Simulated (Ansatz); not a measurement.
TiN in the rock salt structure (space group Fm-3m, No. 225)

```xyz
2
Lattice="0.0000 2.1235 2.1235 2.1235 0.0000 2.1235 2.1235 2.1235 0.0000" Properties=species:S:1:pos:R:3 pbc="T T T"
N      0.0000     0.0000     0.0000
Ti     2.1235     2.1235     2.1235
```

The values are results of PBE, PAW, 420 eV (Ansatz, a first-principles code; without spin-orbit coupling), not measurements. Γ-centred 19×19×19 mesh, Fermi–Dirac width 0.05 eV.

- Volume per atom = 9.57 Å³
- Density = 5.37 g/cm³
- Band gap = zero
- Total energy = -1443.554 eV/atom (σ→0; compares only within this code and set-up)

No phonon test of stability was made. The final runs are not spin-polarised. An odd electron count without spin: TiN.
